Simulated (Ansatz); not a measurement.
Start from Os in the hcp (Mg type) structure (space group P6_3/mmc, No. 194; relaxed with 0.1 eV smearing).

```xyz
2
Lattice="2.7543 0.0000 0.0000 -1.3772 2.3853 0.0000 0.0000 0.0000 4.3474" Properties=species:S:1:pos:R:3 pbc="T T T"
Os     1.3772     0.7951     3.2605
Os     0.0000     1.5902     1.0868
```

Cartesian axes are those of the cell as printed.

Computed with plane-wave PAW DFT at the PBE level (Ansatz, a first-principles code, 420 eV), no SOC.

For the base:

```
Property   Result
--------  -------
Pressure  0.0 GPa
```

One thing is altered: the cell is compressed by 3.00 % along z with no lateral relaxation, atoms relaxed at fixed cell.

Q: Predict the new energy relative to the base.

A: The energy rises by 35 meV/atom.

Q: What happens to the pressure?

A: The pressure (mean of the normal stresses, compression positive) goes from zero to 14.1 GPa.

The cells carry an imposed strain or load. Stability against distortions was not tested. The final runs are not spin-polarised.
